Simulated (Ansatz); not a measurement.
We consider PtSb (model structure, started from the CsCl type, Pm-3m, No. 221, 2 atoms in the cell), described by r²SCAN in Ansatz (plane waves, PAW).

Settings: plane-wave cutoff 560 eV, 16×16×16 k mesh, Fermi–Dirac smearing 0.05 eV, scalar-relativistic PAW data made under PBE.

Cell (relaxed at this level):

```cif
data_PtSb
_chemical_formula_sum 'Pt1 Sb1'
_space_group_name_H-M_alt 'Pm-3m'
_space_group_IT_number 221
_space_group_name_Hall '-P 4 2 3'
_cell_length_a 3.39750
_cell_length_b 3.39750
_cell_length_c 3.39750
_cell_angle_alpha 90.000
_cell_angle_beta 90.000
_cell_angle_gamma 90.000
loop_
_atom_site_label
_atom_site_type_symbol
_atom_site_symmetry_multiplicity
_atom_site_Wyckoff_symbol
_atom_site_fract_x
_atom_site_fract_y
_atom_site_fract_z
_atom_site_occupancy
Pt1 Pt 1 a 0.00000 0.00000 0.00000 1
Sb1 Sb 1 b 0.50000 0.50000 0.50000 1
```

**Question.** Give the computed bulk modulus B0.

**Answer.** 
bulk modulus B0: 138 GPa

The run finds no gap.

Note: the bulk modulus is −V dP/dV from two relaxed cells at ±2 % in volume; the relaxation could raise the start's symmetry but not lower it, so the cell can be a saddle point.

Spin–orbit coupling is not included; it can open a gap where bands touch, and shift volumes and moduli.

Computing time: roughly 2.1 core-minutes.

A model structure was made by putting elements into a prototype or built by hand; it is no filed structure, need not be a known phase, and can be a saddle point held by its symmetry.

Ansatz is an electronic-structure program.
